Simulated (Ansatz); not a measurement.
The parent structure is AlCo in the CsCl type structure (space group Pm-3m, No. 221; weakly magnetic (sensitive to the mesh)).

```xyz
2
Lattice="2.8239 0.0000 0.0000 0.0000 2.8239 0.0000 0.0000 0.0000 2.8239" Properties=species:S:1:pos:R:3 pbc="T T T"
Al     0.0000     0.0000     0.0000
Co     1.4119     1.4119     1.4119
```

Cartesian axes are those of the cell as printed.

Computed with r2SCAN in Ansatz (plane waves to 500 eV, PAW, no spin-orbit coupling).

For the base:

| Quantity | Value |
|---|---|
| Pressure | 0.0 GPa |

Now apply this change: the cell is compressed by 0.38 % along y with no lateral relaxation, atoms relaxed at fixed cell.

**Question.** Estimate the effect on the energy relative to the base.

**Answer.** The energy is nearly the same.

**Question.** Predict the new pressure.

**Answer.** The pressure (mean of the normal stresses, compression positive) goes from zero to 0.8 GPa.

Other magnetic orders, which the real material may have, were not ruled out. Without a gap, meshes like the base's 16×16×16 leave anisotropic stresses uncertain by several tenths of a GPa, and small strain energies with them. The cells carry an imposed strain or load. Whether these cells are dynamically stable was not tested. Seeded moments were not kept for uniaxial strain ε_yy = −0.38 % and the base.

Ansatz is an electronic-structure program.
